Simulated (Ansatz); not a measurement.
Start from GaN in the zinc blende structure (space group F-43m, No. 216; a = 4.4979 Å). Axes: x, y, z lie along the cube axes.

Calculations: r2SCAN/PAW in Ansatz (an electronic-structure program), no spin-orbit coupling.

Perturbation: a pure shear with ε_xy = ε_yx = 0.0171; the atoms relax in the strained cell.

Predict the stress tensor and what it implies for the stiffness.

Stress of the strained cell less that of the base (GPa, compression positive):
```
   0.12   -5.52    0.00
  -5.52    0.12    0.00
   0.00    0.00   -0.02
```

Then −Δσ/γ with γ = 2ε = 0.0342 gives secant stiffness values (nonlinear terms included at this strain): C66 ≈ 162 GPa.

As a check, the harmonic strain energy −½ V₀ Δσ:ε is 6.7 meV/atom; the computed energy rise is 6.7 meV/atom.

No phonon test of stability was made. This is not the structure that GaN has at room temperature and ambient pressure.
